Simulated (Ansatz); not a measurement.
Worked example: self-consistent single point of the (110) slab of CoAl (cut from a parent of space group no. 221; 10 atoms in the cell) in Ansatz (an electronic-structure program).

Computed with PBEsol, default PAW files made with PBE (plane waves; Ansatz).

```xyz
10
Lattice="2.8514 0.0000 0.0000 0.0000 4.0325 0.0000 0.0000 0.0000 22.0650" Properties=species:S:1:pos:R:3 pbc="T T T"
Al     1.4257     1.0081     7.0000
Co     0.0000     3.0244     7.0000
Al     1.4257     3.0244     9.0162
Co     0.0000     1.0081     9.0162
Al     1.4257     1.0081    11.0325
Co     0.0000     3.0244    11.0325
Al     1.4257     3.0244    13.0487
Co     0.0000     1.0081    13.0487
Al     1.4257     1.0081    15.0650
Co     0.0000     3.0244    15.0650
```

Reference input (self-consistent single point, DFT, PBEsol, plane waves, default PAW files made with PBE): basis.ecutwfc = 30.9 Ry; kpoints.mp_grid.grid = 9 7 1; hamiltonian.xc = pbesol; hamiltonian.pseudopotentials = {kind: paw} (the program's default PAW files); scf.occupations.method = gaussian; scf.occupations.width = 0.0073 Ry. This run's input differs from it in these lines:

Ansatz 0.2 input:
```diff
@@ -18,3 +18,3 @@
 basis:
-  ecutwfc: 30.9 Ry
+  ecutwfc: 61.7 Ry
 kpoints:
```

The program printed (abridged):

```
SCF iter   1: F=—  HF=-28090.241192 eV  |F-HF|=—  |Δ(HF+E_count)|=         —  Δρ=1.68e-2  dr2=4.35e-1  ethr=1.77e-3  ⟨swp⟩=10.4  Hψ=5785  notcnv=0  defer=1
all-band conjugate gradients solve this SCF's bands
preconditioner: auto → LDOS
SCF iter   2: F=—  HF=-28090.445401 eV  |F-HF|=—  |Δ(HF+E_count)|=   2.04e-1  Δρ=3.63e-2  dr2=2.11e0  ethr=4.35e-4  ⟨swp⟩=2.5  Hψ=2554  notcnv=0  defer=63  recentre
   [... lines left out ...]
SCF iter   8: F=—  HF=-28090.195930 eV  |F-HF|=—  |Δ(HF+E_count)|=   1.33e-4  Δρ=2.69e-5  dr2=2.43e-6  ethr=3.94e-8  ⟨swp⟩=2.3  Hψ=1760  notcnv=0  defer=63
SCF iter   9: F=—  HF=-28090.195932 eV  |F-HF|=—  |Δ(HF+E_count)|=   1.79e-6  Δρ=4.98e-5  dr2=3.60e-6  ethr=2.43e-9  ⟨swp⟩=2.4  Hψ=2210  notcnv=0  defer=63
SCF iter  10: F=—  HF=-28090.195932 eV  |F-HF|=—  |Δ(HF+E_count)|=   3.73e-7  Δρ=1.31e-5  dr2=4.53e-7  ethr=2.43e-9  ⟨swp⟩=3.1  Hψ=2380  notcnv=0  defer=63
SCF iter  11: F=-28090.195932 eV  HF=-28090.195932 eV  |F-HF|=4.57e-8  |Δ(HF+E_count)|=  4.22e-10  Δρ=4.38e-6  dr2=6.16e-8  ethr=1.00e-10  ⟨swp⟩=14.5  Hψ=5603  notcnv=0
SCF 1 converged in 11 iterations: F = -28090.195932 eV  dr2 = 6.16e-8
Free energy (F): -28090.195932 eV
Internal energy: -28090.159212 eV  (E = F + TS)
E sigma→0 (E₀):  -28090.177572 eV
Entropy (-TS):   -0.036719 eV (-3.672 meV/atom)
Fermi energy:    3.816832 eV
--- Forces (eV/Å), atoms counted from 1 ---
  atom   1  Al     0.00000000    -0.00000000    -0.43643063
  atom   2  Co     0.00000000     0.00000000     0.87900561
  atom   3  Al     0.00000000    -0.00000000    -0.37114780
  atom   4  Co     0.00000000     0.00000000     0.35229983
  atom   5  Al     0.00000000     0.00000000     0.00000000
  atom   6  Co     0.00000000    -0.00000000     0.00000000
  atom   7  Al     0.00000000     0.00000000     0.37114780
  atom   8  Co     0.00000000    -0.00000000    -0.35229983
  atom   9  Al     0.00000000     0.00000000     0.43643063
  atom  10  Co     0.00000000    -0.00000000    -0.87900561
--- Stress (GPa, compression-positive) ---
       -5.393479       0.000000      -0.000000
        0.000000      -4.308519      -0.000000
       -0.000000      -0.000000      -2.206057
  P = ⅓ Tr σ = -3.9694 GPa (-39.694 kbar)
  The stress holds the Pulay correction. Without it, at fixed plane waves, as pw.x and ABINIT print it: P = -3.9704 GPa
```

The run converged in 11 iterations. Against the reference run the free energy goes down by 1.9 meV/atom and the largest force stays at 0.879 eV/Å.

The starting cell has typed, rounded lattice constants, without a prior relaxation at this level. The slab is cut from that crystal, and its faces are unrelaxed. Its lattice was rescaled by up to half a per cent. Spin polarisation is off.

Cost on one core of a shared machine: roughly 40 s.
